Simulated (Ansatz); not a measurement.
For ZrBr₃ (P6₃/mcm, No. 193; cell taken from a computed entry), PBEsol (Ansatz, an electronic-structure program, PAW) gives:

| Item | Result |
|---|---|
| lattice constant a | 6.909 Å |
| lattice parameter c | 6.151 Å |

Q: What does r²SCAN-D4 (plane waves, PAW; Ansatz) give for the same quantities?

A: 
- lattice constant a: 6.855 Å (decreases by 0.8 %)
- lattice parameter c: 6.218 Å (goes up by 1.1 %)

Changes are worked out from the printed values.

Unless a cell is named, each level is at its own relaxed cell (PBEsol 31.79, r²SCAN-D4 31.63 Å³/atom).

Caveats: the relaxation could not lower the start's symmetry, so the cell can be a saddle point above a distorted one (PBEsol, r²SCAN-D4). Ansatz's density-functional and Hartree–Fock values are scalar-relativistic unless marked +SOC, with PAW data made under PBE.
